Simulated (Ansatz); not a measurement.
## What isotropic strain +4.27 % does to Cu3Sn

Consider Cu₃Sn (space group Pmmn, No. 59; a = 4.264 Å, b = 5.426 Å, c = 4.775 Å).

One thing is altered: an isotropic linear strain of +4.27 %; the atoms relax in the strained cell.

All numbers come from PBEsol (Ansatz, a quantum-chemistry and plane-wave program; PAW; 420 eV plane waves; no spin-orbit coupling), earlier PAW set. k-mesh 11×9×10 (Γ-centred); smearing 0.05 eV (Fermi–Dirac).

| quantity | base | changed | shift |
|---|---|---|---|
| space group | Pmmn (No. 59) | Pmmn (No. 59) | – |
| shortest interatomic distance | 2.564 Å | 2.594 Å | +0.0306 Å |
| energy relative to the base (free energy F) | 0 meV/atom | +76 meV/atom | +76 meV/atom |
| pressure (mean of the normal stresses, compression positive) | 0.0 GPa | -11.5 GPa | -11.5 GPa |
| band gap | zero | zero | – |
| largest internal atomic displacement | – | 0.090 Å | – |

Final structure:

```xyz
8
Lattice="4.4461 0.0000 0.0000 0.0000 5.6573 0.0000 0.0000 0.0000 4.9787" Properties=species:S:1:pos:R:3 pbc="T T T"
Cu     2.2231     0.0000     1.3977
Cu     0.0000     2.8287     3.5810
Cu     0.0000     4.2869     0.7479
Cu     0.0000     1.3704     0.7479
Cu     2.2231     4.1990     4.2308
Cu     2.2231     1.4583     4.2308
Sn     2.2231     2.8287     1.7279
Sn     0.0000     0.0000     3.2508
```

Whether these cells are dynamically stable was not tested. All final runs are without spin polarisation.
